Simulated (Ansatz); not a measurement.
AlN, response to strain

Base system: AlN in the wurtzite structure (space group P6_3mc, No. 186).

```yaml
crystal:
  lattice:
    - [3.11381, 0.00000, 0.00000]
    - [-1.55691, 2.69664, 0.00000]
    - [0.00000, 0.00000, 4.98335]
  atoms:
    - { symbol: Al, position: [0.33333, 0.66667, 0.00000] }
    - { symbol: Al, position: [0.66667, 0.33333, 0.50000] }
    - { symbol: N, position: [0.33333, 0.66667, 0.38200] }
    - { symbol: N, position: [0.66667, 0.33333, 0.88200] }
```

Cartesian axes are those of the cell as printed.

Strains are applied to the cell and any free atomic positions relax.

All numbers come from Ansatz (a first-principles code), PBEsol, PAW, cutoff 420 eV, spin-orbit coupling left out.

Notes on the quantities. energy relative to the base: free energy F.

```tsv
uniaxial strain ε_zz (%)	energy relative to the base (meV/atom)
-3	10.3
-2.4	6.6
-1.8	?
-1.2	1.7
-0.6	0.4
0	0.0
```

**Question.** Fit ΔE = Aε² + Bε³ (ε in %) to the rows shown and predict the withheld row.

**Answer.** Least squares on the printed values gives A = 1.17 and B = 0.0088 meV/atom (largest residual 0.0 meV/atom); this predicts 3.7 meV/atom, and the run gives 3.7 meV/atom, in agreement.

Whether these cells are dynamically stable was not tested.
